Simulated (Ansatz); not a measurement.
Take KBr in the rock salt structure (space group Fm-3m, No. 225; a = 6.7055 Å) as the base.

Method: Ansatz (an electronic-structure program), PBE, PAW, cutoff 420 eV, without spin-orbit coupling.

Strains are applied to the cell and any free atomic positions relax.

One change was made to it. Results:

The electron mass becomes 0.40 mₑ (at Γ) (base: 0.39 mₑ (at Γ)); the pressure goes from zero to -0.69 GPa; the band gap drops by 0.15 eV, from 4.31 eV to 4.16 eV; the energy grows by 5.3 meV/atom.

### Question
What was done to the base?
A) isotropic strain +3.00 %
B) isotropic strain −1.50 %
C) isotropic strain +2.00 %
D) isotropic strain −2.00 %
E) isotropic strain −1.00 %

### Answer
C, isotropic strain +2.00 %. For comparison, the band gap in the other runs: isotropic strain −1.00 % gives 4.39 eV; isotropic strain −2.00 % gives 4.47 eV; isotropic strain +3.00 % gives 4.10 eV; isotropic strain −1.50 % gives 4.43 eV.

Effective masses come from finite differences of ±0.01 Å⁻¹. Whether these cells are dynamically stable was not tested.
